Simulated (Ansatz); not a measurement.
**Worked example: self-consistent single point of Cd3Pt (I4/mmm, 4 atoms in the cell) in Ansatz (a quantum-chemistry and plane-wave program)**

Level of theory: LDA (PW92), default PAW files made with PBE (plane waves; Ansatz).

Input as run:

Ansatz 0.2 input:
```yaml
# Cd3Pt
crystal:
  lattice:
    - [-2.086380, 2.086380, 4.337258]
    - [2.086380, -2.086380, 4.337258]
    - [2.086380, 2.086380, -4.337258]
  atoms:
    - { symbol: Cd, position: [0.750000, 0.250000, 0.500000] }
    - { symbol: Cd, position: [0.250000, 0.750000, 0.500000] }
    - { symbol: Cd, position: [0.500000, 0.500000, 0.000000] }
    - { symbol: Pt, position: [0.000000, 0.000000, 0.000000] }
basis:
  ecutwfc: 30.9 Ry
kpoints:
  mp_grid:
    grid: [11, 11, 11]
hamiltonian:
  xc: lda
  pseudopotentials:
    kind: paw
scf:
  occupations:
    method: fermi_dirac
    width: 0.0073 Ry
output:
  forces: true
  eigenvalues: true
  stress: true
```

Log, with long lists cut:

```
WARN ansatz: RAYON_NUM_THREADS=1 ignored (pool sized by the plan → 1); use --threads N
Pseudopotentials: kind: paw
Pseudopotential: Cd, paw, valence charge 20
Pseudopotential: Pt, paw, valence charge 18
Crystal: 4 atoms, lattice volume = 75.520 Å³
Basis set: ecut = 420.4159175005146 eV, 1467 PW (Γ)
Bands: 47, of which v1, the nominal top of the filled ones, is band 39 counted from 1 (38 counted from 0)
Symmetry: 16 space group operations
Space group: I4/mmm (ITA 139), of the structure as read, at distance tolerance 4.2e-5 Å
k-points: 126 of 1331
PAW frozen core: Cd, regenerated for the run's functional, and the local potential with it
PAW frozen core: Pt, regenerated for the run's functional, and the local potential with it
Initial density: superposition of atomic densities (neutral atoms: chi_scale 0, normalization atom), corrected by the library's trained network
Initial wavefunctions: pseudopotential atomic-orbital guess
Eigensolver: davidson
Functional: x = slater, c = lda
SCF iter   1: F=—  HF=-36599.435329 eV  |F-HF|=—  |Δ(HF+E_count)|=         —  Δρ=1.18e-2  dr2=1.19e-1  ethr=1.77e-3  ⟨swp⟩=6.2  Hψ=20143  notcnv=0  defer=68
all-band conjugate gradients solve this SCF's bands
preconditioner: auto → Kerker (q_TF=auto, 2.743 Å⁻¹)
SCF iter   2: F=—  HF=-36599.409820 eV  |F-HF|=—  |Δ(HF+E_count)|=   2.55e-2  Δρ=3.98e-3  dr2=8.77e-3  ethr=1.52e-4  ⟨swp⟩=2.7  Hψ=9527  notcnv=0  defer=83
SCF iter   3: F=—  HF=-36599.407925 eV  |F-HF|=—  |Δ(HF+E_count)|=   1.90e-3  Δρ=1.58e-3  dr2=1.45e-3  ethr=1.12e-5  ⟨swp⟩=2.7  Hψ=8280  notcnv=0  defer=83
SCF iter   4: F=—  HF=-36599.407604 eV  |F-HF|=—  |Δ(HF+E_count)|=   3.20e-4  Δρ=3.53e-4  dr2=1.37e-4  ethr=1.86e-6  ⟨swp⟩=2.0  Hψ=8594  notcnv=0  defer=83
SCF iter   5: F=—  HF=-36599.407558 eV  |F-HF|=—  |Δ(HF+E_count)|=   4.65e-5  Δρ=1.36e-4  dr2=3.18e-5  ethr=1.75e-7  ⟨swp⟩=2.4  Hψ=9344  notcnv=0  defer=83
SCF iter   6: F=—  HF=-36599.407545 eV  |F-HF|=—  |Δ(HF+E_count)|=   1.27e-5  Δρ=3.88e-5  dr2=1.24e-6  ethr=4.08e-8  ⟨swp⟩=2.1  Hψ=8046  notcnv=0  defer=83
SCF iter   7: F=—  HF=-36599.407545 eV  |F-HF|=—  |Δ(HF+E_count)|=   3.22e-7  Δρ=1.08e-5  dr2=1.27e-7  ethr=1.59e-9  ⟨swp⟩=2.1  Hψ=8933  notcnv=0  defer=83
SCF iter   8: F=-36599.407545 eV  HF=-36599.407545 eV  |F-HF|=8.13e-9  |Δ(HF+E_count)|=   3.45e-8  Δρ=3.12e-6  dr2=1.05e-8  ethr=1.28e-10  ⟨swp⟩=8.3  Hψ=21574  notcnv=0
SCF 1 converged in 8 iterations: F = -36599.407545 eV  dr2 = 1.05e-8
SCF converged after 8 iterations
Free energy (F): -36599.407545 eV
Harris-Foulkes:  -36599.407545 eV  (|F-HF|=8.13e-9)
Internal energy: -36599.368630 eV  (E = F + TS)
E sigma→0 (E₀):  -36599.388087 eV
Entropy (-TS):   -0.038915 eV (-9.729 meV/atom)
Fermi energy:    16.715765 eV
--- Per-component energies (eV) ---
  E_band       = -1279.988577
  E_kinetic    = 2153.223739
  E_local      = -9897.821242  (includes V_loc(G=0)·N_el)
  E_nonlocal   = 326.909399
  E_hartree    = 4510.030129
  E_xc         = -788.167362
  E_vxc        = -968.503915  (∫ρ·V_xc dr)
  E_paw        = -21016.611018  (= ΣΔE_a)
  E_vpaw       = -1913.863041  (= ΣTr[D̂ρ^β])
  E_aug_tail   = 0.000222  (compensation charges beyond the density's cutoff)
  E_ewald      = -11889.696074
  E_core_change = 2.763576  (= ΣΔE_core)
  E_smearing   = -0.038915  (= −TS)
  E_closure    = -0.000000  (closes the sum)
  Σ components = -36599.407545   (vs F -36599.407545, Δ=0.00e0)
--- Forces (eV/Å), atoms counted from 1 ---
  atom   1  Cd    -0.00000000     0.00000000     0.00000000
   [... zero for the other atoms too ...]
  max |Σ_I F_I| component: 1.39e-17 eV/Å
--- Stress (GPa, compression-positive) ---
       -8.709068      -0.000000       0.000000
       -0.000000      -8.709068       0.000000
        0.000000      -0.000000      -8.770318
  P = ⅓ Tr σ = -8.7295 GPa (-87.295 kbar)
  The stress holds the Pulay correction. Without it, at fixed plane waves, as pw.x and ABINIT print it: P = -8.7610 GPa
--- Band table (eV; the first three rows and the last of 126) ---
  k-point 0: bands = ["-85.8617", "-85.8568", "-85.7994", "-81.2667", "-47.0262", "-47.0262", "-47.0027", "-46.9892", "-46.9892", "-46.9539", "-46.9493", "-46.9030", "-46.9030", "-35.3939", "-35.3866", "-35.3866", "6.9778", "7.0867", "7.2422", [...]
  k-point 1: bands = ["-85.8615", "-85.8570", "-85.7994", "-81.2667", "-47.0273", "-47.0230", "-47.0012", "-46.9924", "-46.9889", "-46.9546", "-46.9498", "-46.9030", "-46.9026", "-35.3939", "-35.3868", "-35.3867", "7.0238", "7.1559", "7.2902", [...]
  k-point 2: bands = ["-85.8610", "-85.8575", "-85.7994", "-81.2667", "-47.0298", "-47.0143", "-47.0010", "-46.9974", "-46.9881", "-46.9565", "-46.9510", "-46.9033", "-46.9016", "-35.3939", "-35.3872", "-35.3869", "7.1053", "7.3562", "7.4120", [...]
  k-point 125: bands = ["-85.8615", "-85.8569", "-85.7995", "-81.2667", "-47.0265", "-47.0265", "-46.9940", "-46.9892", "-46.9868", "-46.9606", "-46.9539", "-46.9026", "-46.9025", "-35.3941", "-35.3867", "-35.3866", "6.9248", "7.0855", "7.1106", [...]
```

The run converged in 8 iterations.

The starting cell comes from a database of computed structures (which also holds hypothetical and non-ambient phases and stackings), without a prior relaxation at this level. Its lattice was rescaled by up to half a per cent. Spin-orbit coupling is off. Spin polarisation is off. With a pressure of about -9 GPa the cell is away from its equilibrium volume at this level. Ansatz's pressure includes its estimate of the finite-basis (Pulay) stress.
